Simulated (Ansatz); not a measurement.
Given:

```yaml
crystal:
  lattice:
    - [5.85365, 0.00000, 0.00000]
    - [0.00000, 5.85365, 0.00000]
    - [0.00000, 0.00000, 3.36951]
  atoms:
    - { symbol: B, position: [0.32273, 0.67727, 0.00000] }
    - { symbol: B, position: [0.67727, 0.32273, 0.00000] }
    - { symbol: B, position: [0.82273, 0.82273, 0.50000] }
    - { symbol: B, position: [0.17727, 0.17727, 0.50000] }
    - { symbol: As, position: [0.31850, 0.31850, 0.00000] }
    - { symbol: As, position: [0.68150, 0.68150, 0.00000] }
    - { symbol: As, position: [0.18150, 0.81850, 0.50000] }
    - { symbol: As, position: [0.81850, 0.18150, 0.50000] }
```

A single point on hypothetical P4_2/mnm BAs with a change (pressure −1 GPa), its geometry relaxed with PBEsol.

Calculations: DFT with PBEsol, PAW potentials and a 420 eV plane-wave cutoff in Ansatz (a program for electronic structure), spin-orbit coupling included. k-mesh 6×6×10 (Γ-centred); smearing 0.05 eV (Fermi–Dirac).

Task: Predict the gap character, valence-band top at Γ and electron mass.

Result: 
- Gap character = indirect, Γ → k = (0, 0, 0.300) in the run's primitive reciprocal basis
- Valence-band top at Γ (three highest Kramers pairs, from the VBM) = 0.00, -0.10, -0.39 eV
- Electron mass = 0.45 mₑ along k, 0.34 mₑ across (off the special points)

Single points use the geometry relaxed with PBEsol. Load acts through the strain it causes; cell and atoms are relaxed under it. Effective masses come from finite differences of ±0.01 Å⁻¹. Along k means along the line from Γ to the band edge. Whether these cells are dynamically stable was not tested. The cell was made from BAs (space group P4_2/mnm, No. 136; a hypothetical phase, not in the database extracts checked) by this change: pressure −1 GPa.
